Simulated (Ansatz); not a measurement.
Defect: Sc-vacancy pair (Sc on one host Al site, one Al site vacant) in fcc Al, neutral cell. Calculation: PBE, PAW (plane waves to 420 eV; Ansatz, a first-principles code).

Settings: 32 host sites, the relaxed PBE lattice, a 3×3×3 k-point mesh shifted by half a step, smearing 0.10 eV, spin-restricted, no image-charge correction. Energies are static. Forms of the defect that were not tried may lie lower.

Barriers: single points on a 5×5×5 k-point mesh shifted by half a step at the bands' geometries.

Relaxed starting cell (atoms counted from 1):

```xyz
31
Lattice="8.0839 0.0000 0.0000 0.0000 8.0839 0.0000 0.0000 0.0000 8.0839" Properties=species:S:1:pos:R:3 pbc="T T T"
Sc    -0.0061     0.0827     0.0960
Al    -0.0062     0.0613     3.9036
Al    -0.0060     3.8902     0.0745
Al    -0.0062     4.0187     4.0321
Al     4.0359    -0.0299    -0.0167
Al     4.0358    -0.0106     4.0870
Al     4.0358     4.0735     0.0027
Al     4.0359     4.0762     4.0890
Al    -0.0061     2.0173     6.0382
Al    -0.0060     6.0248     2.0307
Al    -0.0060     6.0651     6.0782
Al     4.0360     2.0532     2.0666
Al     4.0358     2.0213     6.0528
Al     4.0357     6.0398     2.0345
Al     4.0358     6.0733     6.0866
Al     2.0886     0.0056     2.0610
Al     2.0043     0.0016     6.0608
Al     1.9884     4.0109     2.0508
Al     2.0177     4.0594     6.0839
Al     5.9832     0.0054     2.0610
Al     6.0674     0.0014     6.0608
Al     6.0833     4.0112     2.0506
Al     6.0542     4.0596     6.0841
Al     2.0885     2.0477     0.0188
Al     1.9883     2.0375     4.0242
Al     2.0043     6.0475     0.0146
Al     2.0176     6.0708     4.0728
Al     5.9832     2.0476     0.0187
Al     6.0832     2.0374     4.0245
Al     6.0673     6.0474     0.0146
Al     6.0542     6.0708     4.0729
```

End state 1 differs by these moves (Å; atoms that move under 0.08 Å are left out):

```json
[
 {"atom": "1", "element": "Sc", "Δx": "0.00", "Δy": "1.87", "Δz": "1.87"},
 {"atom": "2", "element": "Al", "Δx": "0.00", "Δy": "-0.04", "Δz": "0.21"},
 {"atom": "3", "element": "Al", "Δx": "0.00", "Δy": "0.21", "Δz": "-0.04"},
 {"atom": "9", "element": "Al", "Δx": "0.00", "Δy": "-0.04", "Δz": "0.21"},
 {"atom": "10", "element": "Al", "Δx": "0.00", "Δy": "0.21", "Δz": "-0.04"}
]
```

**Question.** Predict the forward and backward barriers to end state 1 from PBE, PAW.

**Answer.** forward 0.73 eV, backward 0.73 eV; at the saddle point atom 1 has neighbours 4 Al at 2.76, 4 Al at 3.12 Å. The saddle point's order was not checked, and it lies on a symmetry element of the cell, where a band can be held.
